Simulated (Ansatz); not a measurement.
**Ti on the 1x1 (111) surface of fcc Pt, one in a 2x2 cell, started at the site 'bridge Pt-Pt (span 2.8 Å)'**

All values below come from PBE (plane waves to 420 eV, PAW; Ansatz, a first-principles code).

Model: 17-atom slab, 6.9 Å thick at the start under the adsorbate (thin: gaps and levels are the slab's own), 6x6x1 mesh, Fermi-Dirac 0.1 eV, dipole correction, 8 atoms held, the rest relaxed; symmetry of the start imposed; spin-polarised, no spin-orbit, no U, no dispersion correction. The starting moment vanished. At the end it is bonded to 3 Pt. In PBE it is, or lies within 0.03 eV of, the lowest of the starts that converged.

```json
{
 "adsorption energy against an atom of hcp Ti": "-98 kJ/mol",
 "work_function_of_the_top_face": "2.47 eV",
 "change_of_the_work_function": "-3.21 eV",
 "change_of_the_step_from_the_bottom_to_the_top_vacuum_level_against_the_clean_slab": "-3.22 eV",
 "energy_released_by_relaxation": "3.08 eV",
 "height of the binding atom over the mean of the host atoms within 0.3 Å of the top one": "1.630 Å",
 "magnetic_moment_of_the_cell": "0.00 μB",
 "nearest_host_atoms_of_the_binding_atom": "Pt at 2.34 Å, Pt at 2.34 Å, Pt at 2.34 Å",
 "largest_move_of_a_host_atom": "0.12 Å",
 "note": "in the relaxation the adsorbate left its starting site by 0.8 Å",
 "cost": "about 70 core-minutes (a rough figure)"
}
```

A negative adsorption energy means that the adsorbate is more stable on the surface than in its reference.
